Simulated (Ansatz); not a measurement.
Input:

```xyz
24
Lattice="0.0000 5.9393 5.9393 5.9393 -5.9393 5.9393 5.9393 5.9393 0.0000" Properties=species:S:1:pos:R:3 pbc="T T T"
Cu     4.5374     4.3716     4.5374
I      1.4751     1.4945     4.4378
I      7.3688     4.4705     7.3688
I      4.4385     1.5402     7.3688
I     10.3504     4.4978    10.3504
I      7.4802     1.4288    10.3762
I      4.4378     1.4945     1.4751
I      1.4751    -1.4681     1.4751
I      7.3688     1.5402     4.4385
I      4.4859    -1.5163     4.4859
I     10.3762     1.4288     7.4802
I      7.4802    -1.4673     7.4802
Cu    -0.0178     0.0223    -0.0178
Cu     2.9473     2.9874    -0.0178
Cu     2.9882    -0.0185     2.9882
Cu     5.8370     3.0720     2.9928
Cu     5.9737    -0.0045     5.9737
Cu     8.9134     2.9352     5.9737
Cu    -0.0178     2.9874     2.9473
Cu     3.1716     5.7373     3.1716
Cu     2.9928     3.0720     5.8370
Cu     5.8370     5.9162     5.8370
Cu     5.9737     2.9352     8.9134
Cu     8.8518     5.9964     8.8518
```

Spin-polarised, with starting moments of sign Cu+ I0 I0 I0 I0 I0 I0 I0 I0 I0 I0 I0 Cu0 Cu0 Cu0 Cu+ Cu0 Cu0 Cu0 Cu+ Cu+ Cu+ Cu0 Cu0.

Calculations: PBEsol (Ansatz, an electronic-structure program, PAW, spin-orbit coupling left out). k-mesh 4×3×4 (Γ-centred); smearing 0.01 eV (Fermi–Dirac).

Estimate the gap of the supercell.

1.07 eV.

Estimate the pressure.

-1.3 GPa.

The magnetic state is the one reached from the starting moments; the real material's order can differ, and small cells can't hold many antiferromagnetic ones. In so small a cell the defect repeats every few ångströms: this is an ordered compound, not a dilute defect. The defect started on the symmetric site and kept its symmetry, so it may sit on a saddle. Spin-orbit coupling, missing from the scalar runs, can matter with I. Seeded moments were not kept for Cu on a I site (antisite). The cell was made from CuI in the zinc blende structure (space group F-43m, No. 216) by this change: Cu on a I site (antisite). The defect cell is spin-polarised and ends with 0.0 μB.
